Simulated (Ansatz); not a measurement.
Base system: PtTe2 (space group P-3m1, No. 164; layered; relaxed with 0.1 eV smearing).

```xyz
3
Lattice="4.0090 0.0000 0.0000 -2.0045 3.4719 0.0000 0.0000 0.0000 4.9600" Properties=species:S:1:pos:R:3 pbc="T T T"
Te     0.0000     2.3146     1.3413
Te     2.0045     1.1573     3.6187
Pt     0.0000     0.0000     0.0000
```

Cartesian axes are those of the cell as printed.

Calculations: PBEsol-D3(BJ) in Ansatz (plane waves to 420 eV, PAW, spin-orbit coupling left out).

Modification: biaxial strain +2.50 %, plane normal [001], relaxed out of plane (Cartesian); in-plane vectors clamped, the third vector and the atoms free.

Question: Estimate the effect on the out-of-plane strain.

Answer: The out-of-plane strain amounts to -2.95 %.

Stability against distortions was not tested. All final runs are without spin polarisation.

Ansatz is an electronic-structure program.
